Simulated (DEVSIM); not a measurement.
Structure: abrupt GaSb p-n junction, at 350 K.

```csv
layer (left to right),material,thickness (μm),Nd (cm⁻³),Na (cm⁻³),τn (s),τp (s)
1,GaSb,54.0,-,2.9e15,3.7e-10,3.7e-10
2,GaSb,9.10,1.7e15,-,3.7e-10,3.7e-10
```

Left contact: ohmic. Right contact: ohmic. Voltage is applied to the left contact. Recombination: SRH at mid-gap, radiative, Auger. Mobility is μmin + (μ − μmin)/(1 + (N/Nref)^α).

Constants are typed, rounded textbook-type inputs, not results; the design itself was drawn at random and stands for no fabricated device. Values at 300 K; Nc and Nv go as T^1.5, mobilities as T to minus their exponent, the gap by Varshni's rule with the affinity fixed.

| parameter | GaSb |
|---|---|
| gap (eV) | 0.726 |
| affinity (eV) | 4.06 |
| permittivity | 15.7 |
| Nc (cm⁻³) | 2.1e17 |
| Nv (cm⁻³) | 1.8e19 |
| μn (cm²/Vs) | 5000 |
| μp (cm²/Vs) | 850 |
| μn,min | 1000 |
| μp,min | 190 |
| Nref,n | 2.8e17 |
| Nref,p | 9e17 |
| αn | 1.05 |
| αp | 0.65 |
| T exponent of μn | 2 |
| T exponent of μp | 1.7 |
| B (cm³/s) | 1e-10 |
| Cn (cm⁶/s) | 5e-30 |
| Cp (cm⁶/s) | 5e-30 |
| Varshni α (eV/K) | 0.00042 |
| Varshni β (K) | 140 |

Model (solved in DEVSIM): 1D drift-diffusion, Boltzmann statistics, complete ionisation; no tunnelling, impact ionisation, image-force lowering or self-heating.

The minority lifetime in layer 2 was swept, all else fixed.

```json
[
 {"minority lifetime in layer 2 (s)": "1.1e-11", "dark forward voltage at 1 A/cm² (V)": "0.086"},
 {"minority lifetime in layer 2 (s)": "3.7e-11", "dark forward voltage at 1 A/cm² (V)": "…"},
 {"minority lifetime in layer 2 (s)": "1.1e-10", "dark forward voltage at 1 A/cm² (V)": "0.106"},
 {"minority lifetime in layer 2 (s)": "3.7e-10", "dark forward voltage at 1 A/cm² (V)": "0.122"},
 {"minority lifetime in layer 2 (s)": "1.1e-9", "dark forward voltage at 1 A/cm² (V)": "0.132"},
 {"minority lifetime in layer 2 (s)": "3.7e-9", "dark forward voltage at 1 A/cm² (V)": "0.139"},
 {"minority lifetime in layer 2 (s)": "1.1e-8", "dark forward voltage at 1 A/cm² (V)": "0.142"}
]
```

Fill in the missing entries.


- 3.7e-11, dark forward voltage at 1 A/cm² (V): 0.094
